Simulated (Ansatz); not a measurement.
BAs under load (space group F-43m), Ansatz (a quantum-chemistry and plane-wave program) with PBE with spin-orbit coupling, rigid bands. Condition of this run: hydrostatic pressure of 6.4 GPa (compression positive) (the target of the relaxation). Band gap 1.07 eV, N_c = 3.50e19 cm⁻³ and N_v = 1.12e19 cm⁻³ at 300 K, conductivity masses of 0.305 mₑ (electrons) and 0.349 mₑ (holes). Take k_BT = 0.02585 eV.

**Question.** A film of it is 5 nm thick. Estimate the confinement energies in an infinite well.

**Answer.** ħ²π²/(2m t²) = 0.376 eV·nm²/(m/mₑ × t²) gives 49.3 meV for electrons and 43.1 meV for holes, so the gap would widen to about 1.16 eV. Finite barriers and nonparabolic bands lower this, and with several valleys or bands the heaviest mass along the normal sets the lowest level, not this average.

**Question.** What thermal injection velocity √(2k_BT/πm) limits a ballistic channel?

**Answer.** 9.74e6 cm/s for electrons and 9.11e6 cm/s for holes, a ratio of √(m_h/m_e) = 1.07, for dilute carriers.

**Question.** What built-in voltage has an abrupt junction with N_A = 1e16 and N_D = 1e17 cm⁻³, all dopants ionised?

**Answer.** V_bi = E_g/e − (k_BT/e) ln(N_c N_v/(N_A N_D)) = 1.07 − 0.02585 × 12.88 = 0.74 V, for the computed gap.

Rigid bands with the computed gap; masses take one relaxation time for all states. Geometry: cell and atoms relaxed with PBEsol.
